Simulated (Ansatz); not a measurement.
**GaN in the zinc blende structure (space group F-43m, No. 216)**

GaN is taken in the cubic space group F-43m (No. 216), the zinc blende structure, Pearson symbol cF8. Cell: a = 4.549 Å, b = 4.549 Å, c = 4.549 Å, α = 90.00°, β = 90.00°, γ = 90.00°. N on 4c has 4 Ga at 1.970 Å (tetrahedral). Ga on 4a is coordinated by 4 N at 1.970 Å (tetrahedral). (Neighbours: up to the widest gap in distance over summed covalent radii, below 1.35, at either atom; cation-cation and far metal-metal contacts left out.)
(The calculation used a cell of 2 atoms; values per cell refer to that cell.)

Level of theory: PBE, PAW, 420 eV (Ansatz, a program for electronic structure; no spin-orbit coupling). Γ-centred 12×12×12 mesh, Fermi–Dirac width 0.05 eV.

- Volume per atom: 11.76 Å³
- Density: 5.91 g/cm³
- Band gap: 1.54 eV, direct at Γ
- Electron mass: 0.14 mₑ
- Hole mass (degenerate bands, along [100]): 0.14, 0.90, 0.90 mₑ
- Lowest conduction-band minima above the VBM: Γ 1.54 eV
- Total energy: -2083.954 eV/atom (σ→0; compares only within this code and set-up)

Effective masses come from finite differences of ±0.01 Å⁻¹. Stability against distortions was not tested. This is not the structure that GaN has at room temperature and ambient pressure.
